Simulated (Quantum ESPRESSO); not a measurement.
Quantum ESPRESSO 7.5, DFT, PBE, plane waves, SSSP 1.1.2 efficiency PBE: Al(111) slab of 5 layers, 1x1 (Al5), unrelaxed, 5 atoms. Basis and mesh were picked for this test and aren't claimed converged.

cell: 2.86, 2.86, 23.35 Å; 90, 90, 60°
task: scf
k mesh: 18×18×1
ecutwfc: 45 Ry
ecutrho: 360 Ry
occupations: smearing
smearing: mv
degauss: 0.02 Ry
conv_thr: 5e-09 Ry
tprnfor: true
tstress: false
diagonalization: david (default)
mixing_mode: plain (default)
mixing_beta: 0.7 (default)
mixing_ndim: 8 (default)
k-points computed: 37
bands: 12
electrons: 15
G-vectors of the density: 129135
FFT grid: 36×36×270
symmetry operations: 12

Hardware: AMD EPYC (Zen 5), 96 cores on 1 socket, no SMT, 12 L3 cache groups.

Each time is the median wall time of two to five repeats, run one at a time on the otherwise empty machine; start-up is included. Unless noted, each process is bound to its own block of adjacent cores. The build: conda-forge: Open MPI 5.0, OpenMP, OpenBLAS 0.3.34 (pthreads), FFTW, ScaLAPACK, ELPA; another build can shift the numbers. Scratch files lie in a memory file system.

First run (96 ranks, -nk 8):

```
     init_run     :      0.58s CPU      0.65s WALL (       1 calls)
     electrons    :      1.46s CPU      1.56s WALL (       1 calls)
     forces       :      0.03s CPU      0.03s WALL (       1 calls)

     Called by init_run:
     wfcinit      :      0.02s CPU      0.02s WALL (       1 calls)
     potinit      :      0.26s CPU      0.29s WALL (       1 calls)
     hinit0       :      0.22s CPU      0.23s WALL (       1 calls)

     Called by electrons:
     c_bands      :      0.72s CPU      0.74s WALL (      14 calls)
     sum_band     :      0.17s CPU      0.21s WALL (      14 calls)
     v_of_rho     :      0.13s CPU      0.16s WALL (      15 calls)
     newd         :      0.06s CPU      0.08s WALL (      15 calls)
     PAW_pot      :      0.36s CPU      0.39s WALL (      15 calls)
     mix_rho      :      0.02s CPU      0.02s WALL (      14 calls)

     Called by c_bands:
     init_us_2    :      0.02s CPU      0.02s WALL (     150 calls)
     cegterg      :      0.45s CPU      0.46s WALL (      70 calls)

     Called by *egterg:
     cdiaghg      :      0.04s CPU      0.04s WALL (     389 calls)
     h_psi        :      0.35s CPU      0.36s WALL (     394 calls)
     s_psi        :      0.02s CPU      0.02s WALL (     394 calls)
     g_psi        :      0.00s CPU      0.00s WALL (     319 calls)

     Called by h_psi:
     h_psi:calbec :      0.04s CPU      0.04s WALL (     394 calls)
     vloc_psi     :      0.29s CPU      0.30s WALL (     394 calls)
     add_vuspsi   :      0.02s CPU      0.02s WALL (     394 calls)

     General routines
     calbec       :      0.05s CPU      0.05s WALL (     484 calls)
     fft          :      0.32s CPU      0.34s WALL (     204 calls)
     ffts         :      0.22s CPU      0.22s WALL (      29 calls)
     fftw         :      0.31s CPU      0.32s WALL (    5874 calls)
     interpolate  :      0.22s CPU      0.22s WALL (      15 calls)

     Parallel routines

     PWSCF        :      2.16s CPU      2.36s WALL
```

Second run:

```
     init_run     :      0.58s CPU      0.64s WALL (       1 calls)
     electrons    :      3.43s CPU      3.55s WALL (       1 calls)
     forces       :      0.03s CPU      0.03s WALL (       1 calls)

     Called by init_run:
     wfcinit      :      0.07s CPU      0.08s WALL (       1 calls)
     potinit      :      0.25s CPU      0.27s WALL (       1 calls)
     hinit0       :      0.22s CPU      0.23s WALL (       1 calls)

     Called by electrons:
     c_bands      :      2.63s CPU      2.71s WALL (      13 calls)
     sum_band     :      0.39s CPU      0.41s WALL (      13 calls)
     v_of_rho     :      0.03s CPU      0.03s WALL (      14 calls)
     newd         :      0.05s CPU      0.07s WALL (      14 calls)
     PAW_pot      :      0.35s CPU      0.39s WALL (      14 calls)
     mix_rho      :      0.01s CPU      0.01s WALL (      13 calls)

     Called by c_bands:
     init_us_2    :      0.02s CPU      0.03s WALL (    1036 calls)
     cegterg      :      2.52s CPU      2.59s WALL (     481 calls)

     Called by *egterg:
     cdiaghg      :      0.30s CPU      0.31s WALL (    2531 calls)
     h_psi        :      1.81s CPU      1.86s WALL (    2568 calls)
     s_psi        :      0.03s CPU      0.04s WALL (    2568 calls)
     g_psi        :      0.01s CPU      0.01s WALL (    2050 calls)

     Called by h_psi:
     h_psi:calbec :      0.27s CPU      0.28s WALL (    2568 calls)
     vloc_psi     :      1.49s CPU      1.53s WALL (    2568 calls)
     add_vuspsi   :      0.04s CPU      0.04s WALL (    2568 calls)

     General routines
     calbec       :      0.35s CPU      0.36s WALL (    3197 calls)
     fft          :      0.24s CPU      0.24s WALL (     191 calls)
     ffts         :      0.22s CPU      0.22s WALL (      27 calls)
     fftw         :      1.64s CPU      1.68s WALL (   42038 calls)
     interpolate  :      0.22s CPU      0.22s WALL (      14 calls)

     Parallel routines

     PWSCF        :      4.44s CPU      4.67s WALL
```

Problem. Both blocks come from the same system on the same machine. Which change was made from the first run to the second?
(A) -nk 16
(B) -nk left out (the program takes 1)
(C) -nk 4
(D) -nk 6

Solution. B, -nk left out (the program takes 1). The largest move is in FFTs of H·ψ (vloc_psi): 0.30 s to 1.5 s. The other changes gave 3.2 s (-nk 4), 3.0 s (-nk 6), 4.1 s (-nk 16), against 5.5 s here and 3.2 s at first.
